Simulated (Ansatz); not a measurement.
Pyrite PtAs2 was calculated with PBEsol (plane waves, PAW; Ansatz, an electronic-structure program).

Settings: plane-wave cutoff 520 eV, 6×6×6 k mesh, Fermi–Dirac smearing 0.01 eV, scalar-relativistic PAW data made under PBE.

Results at a series of volumes:

| V (Å³/atom) | E − E_lowest (meV/atom) | P (GPa) |
|---|---|---|
| 17.113 | 15.02 | 7.04 |
| 17.469 | 3.60 | 3.30 |
| 17.826 | 0.00 | 0.00 |
| 18.182 | 3.34 | -2.94 |
| 18.539 | 12.82 | -5.53 |

Q: Estimate the bulk modulus from the pressures at 17.469 and 18.182 Å³/atom, and compare it with a fit to all energies.

A: B = −V dP/dV. Between V = 17.469 and 18.182 Å³/atom, dP/dV = (-2.94 − (3.30))/(18.182 − 17.469) = -8.75 GPa per Å³/atom; at the midpoint 17.825 Å³/atom this gives B ≈ 156 GPa. The third-order Birch–Murnaghan fit gives V0 = 17.825 Å³/atom, B0 = 156 GPa, B′ = 5.0, which lies within 1 % of that estimate.

Shape and atoms are relaxed at each volume.

Measured, for comparison: equilibrium volume per atom 17.70 Å³/atom (temperature not stated, no zero-point or thermal correction; as tabulated in Wikipedia's data pages). Computed (rounded) less measured: equilibrium volume per atom +0.7 %.

Note: the bulk modulus comes from volumes at which shape and atoms were relaxed.

Spin–orbit coupling is not included.
